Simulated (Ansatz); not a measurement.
## ZnGeAs2: stress against strain

ZnGeAs2 (chalcopyrite, I-42d, 22.359 Å³/atom and stress up to 0.01 GPa in the relaxed cell, c along z) under a strain ε along c (axis z), the other axes held. PBEsol in Ansatz, a plane-wave DFT program (PAW, default set), 420 eV, 8×8×8 Γ-centred mesh, Fermi-Dirac smearing 0.05 eV; ions are relaxed, or left where forces stay under 0.02 eV/Å, within the symmetry of each cell. Stress is positive for a compressed cell.

Here s stands for strain and y for stress zz.

| strain (%) | stress zz (GPa) |
|---|---|
| -3.00 | ? |
| -1.50 | 1.60 |
| -0.75 | 0.80 |
| 0.00 | 0.01 |
| 0.75 | -0.76 |
| 1.50 | -1.52 |

**Question.** Fit y against s with a straight line, and predict the withheld value at s = -3.00.

**Answer.** Means: s 0, y 0.026. About the means, the sum of products is -5.8500 and the sum of squares of s is 5.6250; the slope is their ratio. Least squares gives y = 0.026 - 1.0400·s. Residuals (row less fit): 0.014, -0.006, -0.016, -0.006, 0.014; standard error 0.015 (degrees of freedom: 3). The slope gives the elastic constant C33 = 104.0 ± 0.7 GPa (± standard error of the fit, which holds the terms cut off). At the withheld row, y = 0.026 - 1.0400 × (-3.00) = 3.146 GPa. The calculation gives 3.26 GPa, 0.114 GPa above the prediction (2.4 % of the range of y in the table). The row lies outside the fitted rows, so this is an extrapolation. From the scatter of the fitted rows alone, a prediction at this place has a standard error of 0.026 GPa, so the miss is 4.4 times that.

A polynomial of degree 2 through the 8 other runs of the series gives 3.26 there, so most of the miss is curvature that the fit leaves out. The start is a measured cell from the literature; how it stands against other phases or cation orders wasn't checked. Rows are the converged runs of the series near zero and its far end; series whose fitted rows scatter by over a few per cent of the range, as at a crossing or softening among them, aren't shown in this form, nor equations of state whose B0' disagrees with the runs' pressures. Most that stay on the fit to the last digits aren't either.
